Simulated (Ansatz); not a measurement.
Take GaN in the wurtzite structure (space group P6_3mc, No. 186; a = 3.183 Å, c = 5.185 Å) as the base. Axes: x lies along a and z along c of the hexagonal cell.

Method: PBEsol (Ansatz, an electronic-structure program; PAW; 420 eV plane waves; no SOC).

Strains are applied to the cell and any free atomic positions relax.

One change was made to it. Results:

| quantity | base | after |
|---|---|---|
| energy relative to the base (free energy F) | 0 meV/atom | +1.9 meV/atom |
| electron mass | 0.16 mₑ along c, 0.17 mₑ across (at Γ) | 0.15 mₑ along z, 0.17 mₑ across (at Γ) |
| band gap | 1.88 eV | 1.75 eV |
| valence-band top at Γ (three highest levels, from the VBM) | 0.00, 0.00, -0.04 eV | 0.00, 0.00, -0.11 eV |

Task: Name the change that was made.
(A) uniaxial strain ε_zz = +3.00 %
(B) uniaxial strain ε_zz = +2.40 %
(C) uniaxial strain ε_zz = +1.80 %
(D) uniaxial strain ε_zz = +1.20 %
(E) uniaxial strain ε_zz = +0.60 %

Result: D, uniaxial strain ε_zz = +1.20 %. For comparison, the band gap in the other runs: uniaxial strain ε_zz = +3.00 % gives 1.56 eV; uniaxial strain ε_zz = +2.40 % gives 1.62 eV; uniaxial strain ε_zz = +0.60 % gives 1.81 eV; uniaxial strain ε_zz = +1.80 % gives 1.69 eV.

Masses are band curvatures over ±0.01 Å⁻¹ around the edge. No phonon test of stability was made.
